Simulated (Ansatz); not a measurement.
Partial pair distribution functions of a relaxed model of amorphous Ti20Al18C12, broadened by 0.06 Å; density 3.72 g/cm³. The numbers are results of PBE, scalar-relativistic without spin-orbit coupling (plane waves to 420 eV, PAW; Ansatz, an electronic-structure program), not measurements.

The cell was made by melting and quenching with the CHGNet potential and then relaxed with DFT. The hot cell started wider than the set density and was brought back towards it in steps. It is the lowest in DFT energy of 2 quenches. It is a model cell: composition and starting density were chosen by hand, and all elements were melted together. No dispersion term was used. Its density started from a set value of 3.76 and ended at 3.72 g/cm³. The quench (nominally 380 K/ps over its main leg) was far faster than any real one, so the model tends to hold more defects than a real film. Values belong to this one cell and scatter from quench to quench. Volume and shape were free in the relaxation. On a 2×2×2 Γ-centred mesh force components of up to 0.23 eV/Å stay, since the relaxation ran on one k-point at (1/4, 1/4, 1/4).

```csv
r (Å),g Ti-Ti,g Ti-Al,g Al-Al,g C-C
1.25,0.00,0.00,0.00,0.01
1.35,0.00,0.00,0.00,0.45
1.45,0.00,0.00,0.00,2.39
1.55,0.00,0.00,0.00,0.81
1.65,0.00,0.00,0.00,0.02
1.75,0.00,0.00,0.00,0.00
1.85,0.00,0.00,0.00,0.00
1.95,0.00,0.00,0.00,0.00
2.05,0.00,0.00,0.00,0.00
2.15,0.00,0.00,0.00,0.00
2.25,0.00,0.00,0.00,0.00
2.35,0.00,0.00,0.03,0.00
2.45,0.00,0.01,0.36,0.00
2.55,0.05,0.36,1.44,0.03
2.65,0.52,1.81,4.50,0.48
2.75,1.40,3.58,5.52,0.71
2.85,3.36,4.29,3.66,0.85
2.95,4.41,2.82,2.05,2.67
3.05,3.62,2.03,1.53,4.38
3.15,2.81,1.06,0.61,2.94
3.25,2.20,0.57,0.27,2.03
3.35,1.18,0.54,0.29,0.97
3.45,0.74,0.34,0.34,0.63
3.55,0.67,0.27,0.38,0.61
3.65,0.36,0.32,0.83,1.16
3.75,0.28,0.30,0.93,1.28
3.85,0.53,0.40,0.81,1.72
3.95,0.44,0.43,0.66,2.45
4.05,0.83,0.78,0.95,2.07
4.15,1.09,0.83,0.78,0.82
4.25,0.84,0.83,0.58,0.80
```

Within 3.68 Å each Ti has 7.10 Ti neighbours on average.
